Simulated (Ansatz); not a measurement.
Take K₂S in the anti-fluorite structure (space group Fm-3m, No. 225; a = 7.3360 Å) as the base. Axes: x, y, z lie along the cube axes.

Level of theory: PBEsol/PAW in Ansatz (a first-principles code), no spin-orbit coupling.

Base values:

The band gap is 2.35 eV. The smallest direct gap is 2.58 eV and the pressure is 0.01 GPa.

It is then changed as follows: biaxial strain +0.83 %, plane normal [111], relaxed out of plane (Cartesian); in-plane vectors clamped, the third vector and the atoms free.

Q: Predict the new band gap, smallest direct gap and pressure.

A: The band gap falls by 0.03 eV to 2.32 eV; the smallest direct gap falls by 0.05 eV to 2.53 eV; the pressure (mean of the normal stresses, compression positive) decreases by 0.19 GPa (0.01 GPa → -0.18 GPa).

Whether these cells are dynamically stable was not tested.
